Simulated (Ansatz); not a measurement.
Results of LDA (Ansatz, a program for electronic structure, plane waves, PAW) for fluorite HfO2 (high-temperature phase).

Settings: plane-wave cutoff 520 eV, 12×12×12 k mesh, Fermi–Dirac smearing 0.01 eV, scalar-relativistic PAW data made under PBE.

Properties against volume:

```
V (Å³/atom)  P (GPa)  direct gap at Γ (eV)  smallest gap on the k mesh (eV)
-----------  -------  --------------------  -------------------------------
9.797          19.94                 4.553                            3.804
10.005         12.59                 4.507                            3.758
10.214          5.96                 4.460                            3.711
10.422         -0.01                 4.412                            3.665
10.631         -5.38                 4.364                            3.619
10.839        -10.23                 4.315                            3.574
11.048        -14.59                 4.266                            3.529
```

The fundamental gap (3.67 eV at the equilibrium volume, with added k points) lies elsewhere than Γ–Γ.

Note: symmetry holds this phase in the static calculation, where it need not be a minimum; held by symmetry at 0 K, a high-temperature phase can be a saddle point.

Spin–orbit coupling is not included.
